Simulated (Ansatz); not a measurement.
This Ansatz (a program for electronic structure) input is the reference run, HgS in the zinc blende structure (space group F-43m, No. 216), computed with Ansatz PBEsol, no SOC:

Ansatz 0.2 input:
```yaml
crystal:
  lattice:
    - [0, 2.9379253866, 2.9379253866]
    - [2.9379253866, 0, 2.9379253866]
    - [2.9379253866, 2.9379253866, 0]
  atoms:
    - { symbol: Hg, position: [0, 0, 0] }
    - { symbol: S, position: [0.75, 0.75, 0.75] }
basis: { ecutwfc: 420, ecutrho_ratio: 4, xc_grid: 2, fft_grid_basis: typed }
kpoints: { mp_grid: { grid: [10, 10, 10] } }
hamiltonian:
  xc: pbesol
  dispersion: none
  pseudopotentials: { kind: paw }
scf: { occupations: { method: fermi_dirac, width: 0.05 }, convergence: { dr2_threshold: 0.0000000002 } }
output: { forces: true, stress: true }
checkpoint: { write: state.ck, write_every: 1000 }
```

Write the input for this change: uniaxial stress, 2 GPa compression along z, with the cell and atoms free to relax against it.


Ansatz 0.2 input:
```yaml
crystal:
  lattice:
    - [0, 2.9379253866, 2.9379253866]
    - [2.9379253866, 0, 2.9379253866]
    - [2.9379253866, 2.9379253866, 0]
  atoms:
    - { symbol: Hg, position: [0, 0, 0] }
    - { symbol: S, position: [0.75, 0.75, 0.75] }
basis: { ecutwfc: 420, ecutrho_ratio: 4, xc_grid: 2, fft_grid_basis: typed }
kpoints: { mp_grid: { grid: [10, 10, 10] } }
hamiltonian:
  xc: pbesol
  dispersion: none
  pseudopotentials: { kind: paw }
scf: { occupations: { method: fermi_dirac, width: 0.05 } }
relax: { f_tol: 0.005, max_steps: 50, cell: { stress_tol: 0.01, sigma_target: [0, 0, 2, 0, 0, 0] } }
output: { forces: true, stress: true }
checkpoint: { write: state.ck, write_every: 1000 }
```
This is the input that was run.

Load acts through the strain it causes; cell and atoms are relaxed under it. sigma_target is in GPa, compression positive, in the order xx, yy, zz, yz, xz, xy. Stability under load was not tested beyond the relaxation. The final runs are not spin-polarised.
